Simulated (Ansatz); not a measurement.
The parent structure is KF in the NiAs type structure (space group P6_3/mmc, No. 194; a = 3.739 Å, c = 6.598 Å; a hypothetical phase, not in the database extracts checked). Axes: x lies along a and z along c of the hexagonal cell.

Method: Ansatz (an electronic-structure program) PBE, no spin-orbit coupling.

Strains are applied to the cell and any free atomic positions relax.

One change was made to it. Results:

The valence-band top at Γ (three highest levels, from the VBM) stays 0.00, 0.00, -0.08 eV; the energy increases by 0.6 meV/atom; the shortest interatomic distance falls by 0.065 bohr, from 5.134 bohr to 5.069 bohr.

**Question.** Which of these changes matches the shifts?
(A) tensor shear ε_yz = +1.32 %
(B) tensor shear ε_yz = +2.69 %
(C) uniaxial strain ε_xx = −2.49 %

**Answer.** A, tensor shear ε_yz = +1.32 %. For comparison, the valence-band top at Γ in the other runs: uniaxial strain ε_xx = −2.49 % gives 0.00, -0.03, -0.11 eV; tensor shear ε_yz = +2.69 % gives 0.00, -0.01, -0.09 eV.

The levels and masses belong to the bands next to the band gap. No phonon test of stability was made.
